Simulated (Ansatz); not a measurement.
Base system: TiSi2 (space group Fddd, No. 70; a = 4.780 Å, b = 8.232 Å, c = 8.522 Å).

Level of theory: r2SCAN (Ansatz, a first-principles code), no SOC, earlier PAW set.

For the base:

The pressure is 0.0 GPa and the band gap is zero.

It is then changed as follows: an isotropic linear strain of +0.86 %, atoms relaxed at fixed cell.

Problem. How does this affect the energy relative to the base?

Solution. The energy goes up by 4.3 meV/atom.

Problem. What happens to the pressure?

Solution. The pressure (mean of the normal stresses, compression positive) goes from zero to -3.7 GPa.

Problem. What happens to the band gap?

Solution. The band gap stays zero.

Whether these cells are dynamically stable was not tested. All final runs are without spin polarisation.
